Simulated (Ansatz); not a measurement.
We consider CsCl-type AuZn (cubic form, which distorts at low temperature), described by HSE06 in Ansatz (plane waves, PAW).

Settings: plane-wave cutoff 460 eV, 8×8×8 k mesh, Fermi–Dirac smearing 0.05 eV, scalar-relativistic PAW data made under PBE.

Pressure at four volumes; x = ln(V/15.883 Å³). One pressure is withheld.

```json
[
 {"V (Å³/atom)": "15.130", "x": "-0.0486", "P (GPa)": "?"},
 {"V (Å³/atom)": "15.528", "x": "-0.0226", "P (GPa)": "3.32"},
 {"V (Å³/atom)": "15.883", "x": "0.0000", "P (GPa)": "0.32"},
 {"V (Å³/atom)": "16.722", "x": "0.0515", "P (GPa)": "-5.26"}
]
```

Question: Pass a parabola P(x) through the three rows shown, estimate the bulk modulus and its pressure derivative near zero pressure, and predict the withheld pressure.

Answer: Slopes between the rows: (0.32 − (3.32))/(0.0000 − (-0.0226)) = -132.74 and (-5.26 − (0.32))/(0.0515 − (0.0000)) = -108.35 GPa. Their difference over the span 0.0741 is c = 24.39/0.0741 = 329.1 GPa, so P(x) = 3.32 + (-132.74)(x − (-0.0226)) + 329.1 (x − (-0.0226))(x − (0.0000)). At the middle row B = −dP/dx = −[-132.74 + 329.1 × 0.0226] = 125.3 GPa, and B′ = dB/dP = 2c/B = 5.3. At x = -0.0486 the parabola gives 7.19 GPa; the run gives 7.22 GPa. The Birch–Murnaghan fit to the energies at all volumes has B0 = 123 GPa and B′ = 5.3.

Measured, for comparison: bulk modulus 131 GPa (temperature not stated, no zero-point or thermal correction; as tabulated in Nepal et al. (2020), arXiv:2007.11150). Computed less measured: bulk modulus -6 %.

Note: symmetry holds this phase in the static calculation, where it need not be a minimum.

Spin–orbit coupling is not included; it can shift volumes and moduli of such heavy elements.

Ansatz is a first-principles code.
